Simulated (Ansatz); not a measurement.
Here is the system:

End structure of a constructed model of the (111) surface of fcc Au, a layer of Fe in place of the third plane (bottom of the slab: a bare face, its two planes held):

```xyz
6
Lattice="2.9396 0.0000 0.0000 -1.4698 2.5458 0.0000 0.0000 0.0000 28.0000" Properties=species:S:1:pos:R:3 pbc="T T T"
Au     0.0000     1.6972     8.0236
Au     1.4698     0.8486    10.4237
Au     0.0000     0.0000    12.8476
Fe     0.0000     1.6972    14.9554
Au     1.4698     0.8486    17.0563
Au     0.0000     0.0000    19.5129
```

Slab: 6 atoms, 12.0 Å thick at the start; k 15x15x1, smearing 0.1 eV, dipole-corrected; 2 atoms held, the rest relaxed; start symmetry kept, larger cells not searched; spin-polarised, ending with about 3.1 μB a cell; orders that need a larger cell were not tried, no spin-orbit, no U. In PBE it is, or lies within 0.01 eV a 1x1 cell of, the lowest of the 2 structures of its composition computed so far; larger cells were not tried.

Q: Predict the work function of the top face from PBE (Ansatz, a first-principles code).

A: 5.11 eV
